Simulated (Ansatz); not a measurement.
The reference is PtTe2 (space group P-3m1, No. 164; a = 4.053 Å, c = 5.097 Å; layered; relaxed with 0.1 eV smearing). Axes: x lies along a and z along c of the hexagonal cell.

Computed with DFT with PBE-D3(BJ), PAW potentials and a 420 eV plane-wave cutoff in Ansatz (a quantum-chemistry and plane-wave program), without spin-orbit coupling.

Perturbation: uniaxial strain ε_zz = +1.50 %, all other strain components held at zero; the atoms relax in the strained cell.

Problem. Predict the stress tensor and what it implies for the stiffness.

Solution. Stress of the strained cell less that of the base (GPa, compression positive):
```
   -0.6     0.0     0.0
    0.0    -0.6     0.0
    0.0     0.0    -1.1
```

Then −Δσ_ii/ε with ε = 0.0150 gives secant stiffness values (nonlinear terms included at this strain): C33 ≈ 71 GPa, C13 ≈ 42 GPa and C23 ≈ 42 GPa.

Whether these cells are dynamically stable was not tested. All final runs are without spin polarisation.
